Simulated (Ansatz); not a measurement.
Base system: AlCo in the CsCl type structure (space group Pm-3m, No. 221; a = 2.823 Å; non-magnetic).

All numbers come from PBEsol, PAW, 420 eV (Ansatz, an electronic-structure program; without spin-orbit coupling).

One change was made to it. Results:

```
quantity                          base    after
-----------------------------  -------  -------
band gap                          zero     zero
shortest interatomic distance  2.445 Å  2.314 Å
```

Which change produced these results?
A) pressure −2 GPa
B) pressure 4.2 GPa
C) pressure 45 GPa

C, pressure 45 GPa. For comparison, the shortest interatomic distance in the other runs: pressure −2 GPa gives 2.453 Å; pressure 4.2 GPa gives 2.428 Å.

Load acts through the strain it causes; cell and atoms are relaxed under it. Stability against distortions was not tested. No other phases were tried under pressure. Seeded moments were not kept for the base. All final runs are without spin polarisation.
